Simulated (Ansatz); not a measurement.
**Pressure series in hypothetical anti-perovskite Mg3SiO**

Consider Mg$_{3}$SiO in the anti-perovskite structure (space group Pm-3m, No. 221; a hypothetical phase, not in the database extracts checked).

```yaml
crystal:
  lattice:
    - [4.22219, 0.00000, 0.00000]
    - [0.00000, 4.22219, 0.00000]
    - [0.00000, 0.00000, 4.22219]
  atoms:
    - { symbol: Mg, position: [0.00000, 0.50000, 0.50000] }
    - { symbol: Mg, position: [0.50000, 0.00000, 0.50000] }
    - { symbol: Mg, position: [0.50000, 0.50000, 0.00000] }
    - { symbol: Si, position: [0.00000, 0.00000, 0.00000] }
    - { symbol: O, position: [0.50000, 0.50000, 0.50000] }
```

Cell and atoms are relaxed at each pressure.

The values are results of Ansatz (a program for electronic structure), PBE, PAW, cutoff 420 eV, no spin-orbit coupling, not measurements.

| pressure (GPa) | volume per atom (Å³/atom) |
|---|---|
| -1 | 15.247 |
| 0 | 15.054 |
| 0.3 | 14.999 |
| 0.7 | 14.927 |
| 1.5 | ? |
| 3 | 14.542 |
| 5 | 14.243 |
| 7.5 | 13.904 |
| 10 | 13.606 |

### Question
Fit the third-order Birch–Murnaghan form P(V) = (3B₀/2)[(V₀/V)^(7/3) − (V₀/V)^(5/3)]·[1 + (3/4)(B₀′ − 4)((V₀/V)^(2/3) − 1)] (squares taken in P) to the rows shown and predict the withheld row.

### Answer
Least squares on the printed values gives V₀ = 15.055 Å³/atom, B₀ = 80.6 GPa, B₀′ = 4.0; this predicts 14.787 Å³/atom, and the run gives 14.788 Å³/atom, in agreement.

Load acts through the strain it causes; cell and atoms are relaxed under it. Whether these cells are dynamically stable was not tested. No other phases were tried under pressure. All final runs are without spin polarisation.
